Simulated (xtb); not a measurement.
xtb 6.7.1, GFN2-xTB: Mo(S)(OH)4 ([OH][Mo]([OH])([OH])([OH])=[S]), 10 atoms. The geometry is a generated start, not checked to be a minimum at this level.

- run flags = --grad
- method = GFN2-xTB
- --acc = 1 (default)
- --etemp (K) = 300 (default)
- basis functions = 40
- valence electrons = 40

```xyz
10

Mo     0.0351    -0.0298    -0.0101
S      1.6604    -1.1834    -0.8967
O      0.6029     0.0296     1.6796
H      0.9725     0.0951     2.5623
O     -0.9635     0.2186    -1.4705
H     -1.4785     0.3148    -2.2740
O     -1.0408    -1.3773     0.4449
H     -1.5889    -2.1399     0.6401
O      0.7009     1.6086    -0.2480
H      1.1000     2.4638    -0.4277
```

Charge 0 and multiplicity 1 are set for this test and not shown to be the ground state.

One run each on 1 thread. Values of broydamp tried: 0.02, 0.05, 0.1, 0.2, 0.4 (default), 0.6, 0.8, 1.

Which value of broydamp needs the fewest SCC iterations, and what happens away from it?

Fewest SCC iterations, within one of each other: 0.2 with 16, 0.4 (default) with 15, 0.6 with 16. The count rises to 24 at 0.02. All converge to one solution.

```json
[
 {"broydamp": "0.02", "SCC iterations": "24", "end": "same solution"},
 {"broydamp": "0.05", "SCC iterations": "22", "end": "same solution"},
 {"broydamp": "0.1", "SCC iterations": "19", "end": "same solution"},
 {"broydamp": "0.2", "SCC iterations": "16", "end": "same solution"},
 {"broydamp": "0.4 (default)", "SCC iterations": "15", "end": "same solution"},
 {"broydamp": "0.6", "SCC iterations": "16", "end": "same solution"},
 {"broydamp": "0.8", "SCC iterations": "17", "end": "same solution"},
 {"broydamp": "1", "SCC iterations": "18", "end": "same solution"}
]
```
